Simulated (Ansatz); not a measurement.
## Effect of uniaxial strain ε_xx = −1.43 % on Ag

Consider Ag in the fcc (Cu type) structure (space group Fm-3m, No. 225; a = 4.104 Å; relaxed with 0.1 eV smearing). Axes: x, y, z lie along the cube axes.

One thing is altered: the cell is compressed by 1.43 % along x with no lateral relaxation, atoms relaxed at fixed cell.

Calculations: r2SCAN in Ansatz (plane waves to 500 eV, PAW, spin-orbit coupling left out). k-mesh 28×28×28 (Γ-centred); smearing 0.1 eV (Fermi–Dirac).

```json
[
 {"quantity": "volume per atom", "base": "17.28 Å³", "changed": "17.04 Å³", "shift": "-0.247 Å³"},
 {"quantity": "space group", "base": "Fm-3m (No. 225)", "changed": "I4/mmm (No. 139)", "shift": "–"},
 {"quantity": "energy relative to the base (free energy F)", "base": "0 meV/atom", "changed": "+1.4 meV/atom", "shift": "+1.4 meV/atom"},
 {"quantity": "pressure (mean of the normal stresses, compression positive)", "base": "0.0 GPa", "changed": "1.6 GPa", "shift": "+1.6 GPa"},
 {"quantity": "band gap", "base": "zero", "changed": "zero", "shift": "–"},
 {"quantity": "stress (xx, yy, zz, yz, xz, xy; compression positive)", "base": "–", "changed": "(1.9, 1.4, 1.4, 0.0, 0.0, 0.0) GPa", "shift": "–"}
]
```

Final structure:

```
CELL_PARAMETERS angstrom
      0.00000     2.05214     2.05214
      2.02280     0.00000     2.05214
      2.02280     2.05214     0.00000
ATOMIC_POSITIONS crystal
  Ag 0.00000 0.00000 0.00000
```

No phonon test of stability was made.

Ansatz is a program for electronic structure.
